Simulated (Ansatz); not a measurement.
# V$_{2}$O$_{3}$ in the corundum structure (space group R-3c, No. 167; ferromagnetic)

```
CELL_PARAMETERS angstrom
      2.38763     1.37850     4.74447
     -2.38763     1.37850     4.74447
      0.00000    -2.75700     4.74447
ATOMIC_POSITIONS crystal
  V  0.83971 0.83971 0.83971
  V  0.66029 0.66029 0.66029
  V  0.16029 0.16029 0.16029
  V  0.33971 0.33971 0.33971
  O  0.07569 0.42431 0.75000
  O  0.75000 0.07569 0.42431
  O  0.42431 0.75000 0.07569
  O  0.92431 0.57569 0.25000
  O  0.25000 0.92431 0.57569
  O  0.57569 0.25000 0.92431
```

The values are results of PBEsol, PAW, 420 eV (Ansatz, a quantum-chemistry and plane-wave program; no spin-orbit coupling), earlier PAW set, not measurements. Γ-centred 12×12×12 mesh, Fermi–Dirac width 0.05 eV.

```json
{
 "volume_per_atom": "9.37 Å³",
 "density": "5.31 g/cm³",
 "band_gap": "zero",
 "magnetic_state": "ferromagnetic",
 "total_energy": "-1491.455 eV/atom (σ→0; compares only within this code and set-up)"
}
```

The magnetic state is the one reached from the starting moments; the real material's order can differ, and small cells can't hold many antiferromagnetic ones. No phonon test of stability was made. No Hubbard U is applied, and correlation can decide whether such a compound is a metal.
